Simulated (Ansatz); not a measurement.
Rock-salt InAs (model structure) was calculated with PBE0 in Ansatz (plane waves, PAW).

Input:

Ansatz 0.2 input:
```yaml
crystal:
  lattice:
    - [0.0, 2.8413286531, 2.8413286531]
    - [2.8413286531, 0.0, 2.8413286531]
    - [2.8413286531, 2.8413286531, 0.0]
  atoms:
    - { symbol: In, position: [0.0, 0.0, 0.0] }
    - { symbol: As, position: [0.5, 0.5, 0.5] }
kpoints:
  mp_grid: { grid: [8, 8, 8] }
hamiltonian:
  xc: pbe0
  pseudopotentials: { kind: paw }
  dispersion: none
scf:
  occupations: { method: fermi_dirac, width: 0.05 }
output:
  forces: true
  stress: true
  eigenvalues: true
basis:
  ecutwfc: 500
  ecutrho_ratio: 4
  xc_grid: 2
magnetization:
  spin_polarized: false
```

How many irreducible k-points, plane waves at Γ does the program set up, and what pressure does the run end with?

29 irreducible k-points, 1211 plane waves at Γ; P = -0.81 GPa, so the cell is stretched and would shrink at this level.

The run printed, among other lines:

```
WARN output.stress: scf.convergence.dr2_threshold = 1e-7 eV (the SCF's general default) is looser than the 2e-10 eV advised for a printed stress (1e-10 eV for …
WARN output.stress: scf.exx.energy_threshold = 1e-6 eV is looser than the 2e-8 eV advised for a stress under a hybrid functional (1e-8 eV for each atom of the …
Crystal: 2 atoms, lattice volume = 45.877 Å³
Basis set: ecut = 500 eV, 1211 PW (Γ), exchange–correlation on 60×60×60 points (8 copies of the dense FFT grid, shifted against one another)
Bands: 18, of which v1, the nominal top of the filled ones, is band 14 counted from 1 (13 counted from 0)
Symmetry: 48 space group operations
Space group: Fm-3m (ITA 225), of the structure as read, at distance tolerance 3.6e-5 Å
k-points: 29 of 512
Functional: x = pbe(κ = 0.804, μ = 0.2195149727645171), c = pbe(β = 0.06672455060314922), warm-up for x = 0.75 pbe(κ = 0.804, μ = 0.2195149727645171) + 0.25 exact, c = pbe(β = 0.06672455060314922)
SCF iter   1: F=—  HF=-10454.062006 eV  |F-HF|=—  |Δ(HF+E_count)|=         —  Δρ=3.29e-3  dr2=1.12e-2
SCF iter   2: F=—  HF=-10454.059212 eV  |F-HF|=—  |Δ(HF+E_count)|=   2.79e-3  Δρ=1.13e-3  dr2=9.48e-4
  ...
SCF 1 converged in 9 iterations: F = -10454.058906 eV  dr2 = 3.18e-11
Crystal: 2 atoms, lattice volume = 45.877 Å³
Initial density: handed on by an earlier stage of this run
Functional: x = 0.75 pbe(κ = 0.804, μ = 0.2195149727645171) + 0.25 exact, c = pbe(β = 0.06672455060314922)
SCF 2 converged in 7 iterations: F = -10458.273198 eV  dr2 = 2.03e-8
Crystal: 2 atoms, lattice volume = 45.877 Å³
SCF 3 converged in 7 iterations: F = -10458.297551 eV  dr2 = 3.08e-9
Crystal: 2 atoms, lattice volume = 45.877 Å³
SCF 4 converged in 6 iterations: F = -10458.305146 eV  dr2 = 3.06e-9
Crystal: 2 atoms, lattice volume = 45.877 Å³
Crystal: 2 atoms, lattice volume = 45.877 Å³
SCF 6 converged in 8 iterations: F = -10458.308641 eV  dr2 = 1.50e-9
Crystal: 2 atoms, lattice volume = 45.877 Å³
Crystal: 2 atoms, lattice volume = 45.877 Å³
SCF 8 converged in 7 iterations: F = -10458.309555 eV  dr2 = 7.98e-12
Crystal: 2 atoms, lattice volume = 45.877 Å³
SCF iter   1: F=—  HF=-10458.309555 eV  |F-HF|=—  |Δ(HF+E_count)|=         —  Δρ=3.14e-7  dr2=3.22e-11
SCF iter   2: F=-10458.309555 eV  HF=-10458.309555 eV  |F-HF|=0.00e0  |Δ(HF+E_count)|=  1.09e-11  Δρ=1.04e-7  dr2=4.91e-12
SCF 9 converged in 2 iterations: F = -10458.309555 eV  dr2 = 4.91e-12
Free energy (F): -10458.309555 eV
Internal energy: -10458.307502 eV  (E = F + TS)
E sigma→0 (E₀):  -10458.308528 eV
Fermi energy:    10.292479 eV
--- Stress (GPa, compression-positive) ---
       -0.811741      -0.000000       0.000000
       -0.000000      -0.811741       0.000000
       -0.000000       0.000000      -0.811741
  P = ⅓ Tr σ = -0.8117 GPa (-8.117 kbar)
```

The PAW data were made under PBE.

Note: hybrids on metals are sensitive to the k mesh and can open a false gap. Note: the cell keeps the symmetry of its start, so it can be a saddle point. Note: cell and atoms aren't relaxed at this level (pressure -0.8 GPa).

A model structure was made by putting elements into a prototype or built by hand; it is no filed structure, need not be a known phase, and can be a saddle point held by its symmetry.

Ansatz is a program for electronic structure.
